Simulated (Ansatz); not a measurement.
Band structure of W (Im-3m, 1 atom in the cell).

```
CELL_PARAMETERS angstrom
     -1.56138     1.56138     1.56138
      1.56138    -1.56138     1.56138
      1.56138     1.56138    -1.56138
ATOMIC_POSITIONS crystal
  W  0.00000 0.00000 0.00000
```

Computed with PBE, PAW files (plane waves; Ansatz, a quantum-chemistry and plane-wave program).

Settings: basis.ecutwfc = 30.9 Ry; kpoints.mp_grid.grid = 15 15 15; hamiltonian.xc = pbe; hamiltonian.pseudopotentials = {kind: paw} (an earlier, softer set of the program's PAW files); scf.occupations.method = fermi_dirac; scf.occupations.width = 0.0073 Ry; kpoints.band_path.npoints = 10.

The starting cell comes from a database of computed structures (which also holds hypothetical and non-ambient phases and stackings), without a prior relaxation at this level. Its lattice was rescaled by a random factor within 2.5 % of one. Spin-orbit coupling is off. Spin polarisation is off.

Levels in eV from the Fermi level, bands 4 to 10:
| point | 4 | 5 | 6 | 7 | 8 | 9 | 10 |
|---|---|---|---|---|---|---|---|
| Γ | -37.57 | -9.85 | -1.30 | -1.30 | -1.30 | 2.36 | 2.36 |
| H | -38.60 | -6.16 | -6.16 | 5.48 | 5.48 | 5.48 | 8.60 |
| N | -37.58 | -6.53 | -3.76 | 0.86 | 2.28 | 3.32 | 6.54 |
| P | -38.32 | -3.04 | -3.04 | -3.04 | 3.51 | 3.51 | 7.04 |

Bands cross the Fermi level along this path, so the cell is metallic at this level.

Keys are those of Ansatz 0.2.
